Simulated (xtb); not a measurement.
xtb 6.7.1, GFN2-xTB: Si(NEt2)2(OH)(OMe) (CCN(CC)[Si](O)(OC)N(CC)CC), 38 atoms. The geometry is a generated start, not checked to be a minimum at this level.

```
Quantity                                                                                                       Result
------------------------  -------------------------------------------------------------------------------------------
method                                                                                                       GFN2-xTB
--acc                                                                                                     1 (default)
--etemp (K)                                                                                             300 (default)
detailed input (--input)  none: ANC optimiser, Lindh (1995) Hessian, microcycle=20, maxdispl=1.0, hlow=0.01 (default)
basis functions                                                                                                    86
valence electrons                                                                                                  86
```

The structure is relaxed from this start with --opt LEVEL for the levels crude, sloppy, loose, lax, normal, tight, vtight, extreme, once each. Up to the end of the extreme run atoms move by at most 1.2 Å along an axis.

Choose the cheapest level whose final energy lies within 20 meV of that of extreme.

normal: 42 cycles against 62, ending 0.18 meV above.

```json
[
 {"level": "crude", "cycles": "1", "energy above the extreme run (meV)": "46", "gradient norm (eV/Å)": "0.16"},
 {"level": "sloppy", "cycles": "1", "energy above the extreme run (meV)": "46", "gradient norm (eV/Å)": "0.16"},
 {"level": "loose", "cycles": "1", "energy above the extreme run (meV)": "46", "gradient norm (eV/Å)": "0.16"},
 {"level": "lax", "cycles": "7", "energy above the extreme run (meV)": "41", "gradient norm (eV/Å)": "0.093"},
 {"level": "normal", "cycles": "42", "energy above the extreme run (meV)": "0.18", "gradient norm (eV/Å)": "0.025"},
 {"level": "tight", "cycles": "44", "energy above the extreme run (meV)": "0.10", "gradient norm (eV/Å)": "0.0090"},
 {"level": "vtight", "cycles": "51", "energy above the extreme run (meV)": "0.017", "gradient norm (eV/Å)": "0.0030"},
 {"level": "extreme", "cycles": "62", "energy above the extreme run (meV)": "—", "gradient norm (eV/Å)": "0.0024"}
]
```
